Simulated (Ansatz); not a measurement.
An Ansatz (a first-principles code) input (Kohn–Sham DFT with the PBEsol functional, run in Ansatz with PAW and 420 eV plane waves, no spin-orbit coupling, earlier PAW set):

Ansatz 0.2 input:
```yaml
crystal:
  lattice:
    - [4.6101814282, 0, 0]
    - [0, 6.5197811008, 0]
    - [0, 0, 24.2203628565]
  atoms:
    - { symbol: Sb, position: [0.75, 0.5, 0.3096567976] }
    - { symbol: In, position: [0.25, 0.25, 0.3096567976] }
    - { symbol: Sb, position: [1.25, 1, 0.4048283988] }
    - { symbol: In, position: [0.75, 0.75, 0.4048283988] }
    - { symbol: Sb, position: [1.75, 1.5, 0.5] }
    - { symbol: In, position: [1.25, 1.25, 0.5] }
    - { symbol: Sb, position: [2.25, 2, 0.5951716012] }
    - { symbol: In, position: [1.75, 1.75, 0.5951716012] }
    - { symbol: Sb, position: [2.75, 2.5, 0.6903432024] }
    - { symbol: In, position: [2.25, 2.25, 0.6903432024] }
basis: { ecutwfc: 420, ecutrho_ratio: 4, xc_grid: 2, fft_grid_basis: typed }
kpoints: { mp_grid: { grid: [10, 7, 1] } }
hamiltonian:
  xc: pbesol
  dispersion: none
  pseudopotentials: { azcp: { folder: ./paw }, kind: paw }
scf: { occupations: { method: fermi_dirac, width: 0.05 }, convergence: { dr2_threshold: 0.000000001 } }
relax: { f_tol: 0.01, max_steps: 50 }
output: { forces: true, stress: true }
checkpoint: { write: state.ck, write_every: 1000 }
```

**Question.** Which symmetry and how many k-points will the program report, and about how many plane waves at Γ?

**Answer.** Space group Pmm2 (ITA 25) with 4 operations, k-points 24 of 70, and 14259 plane waves at Γ.

Stability against distortions was not tested. The cell was made from InSb in the zinc blende structure (space group F-43m, No. 216) by this change: a free-standing slab of 5 layers (10 atoms, 2 a layer) is cut normal to [110], with 15 Å of vacuum and the in-plane cell held at bulk.
